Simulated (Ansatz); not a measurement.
Model: Si(111) 1x1 surface, 6 top atoms, 3 bilayers, bottom bilayer H-capped and fixed, every top atom capped by F; cell 11.5 x 6.6 Å; about 7 Å thick over the host's atoms, 18 atoms held. Computed with PBE-D3(BJ) (plane waves to 420 eV, PAW; Ansatz, a first-principles code). Sampling: 1x2x1 k points. The slab states were run without spin polarisation. Results hold for this slab, coverage and mesh. No zero-point or entropy terms are included. Each state was relaxed from one prepared geometry.

One HF a cell is brought to the product of an earlier step (HF adds across Si-Si bond number 1 of a surface Si: F to it, H to its neighbour). Relaxed result near the molecule:

```
atom    x (Å)  y (Å)   z (Å)
------  -----  -----  ------
Si(1)   1.845  3.425   9.491
F(15)   1.610  3.271  11.112
Si(17)  5.785  4.048  10.129
Si(18)  5.760  1.086   8.659
Si(19)  3.815  4.558   8.940
Si(20)  5.754  1.042   6.336
F(30)   3.680  7.054  11.130
F(31)   5.878  5.254  11.199
Si(35)  7.672  4.584   8.827
F(46)   7.912  0.340  11.103
F(p0)   5.904  2.726  11.040
H(p1)   5.721  2.597   8.674
F(q0)   3.728  4.125  12.383
H(q1)   2.885  3.719  12.286
```

Question: What is the adsorption energy against the free HF and the slab before, and how much of it is dispersion?

Answer: -0.16 eV (negative: bound); the D3 term gives -0.09 eV of it. Its closest contacts to the rest of the cell: H(q1)...F(15) 1.79 Å, F(q0)...F(15) 2.61 Å, F(q0)...F(31) 2.70 Å.
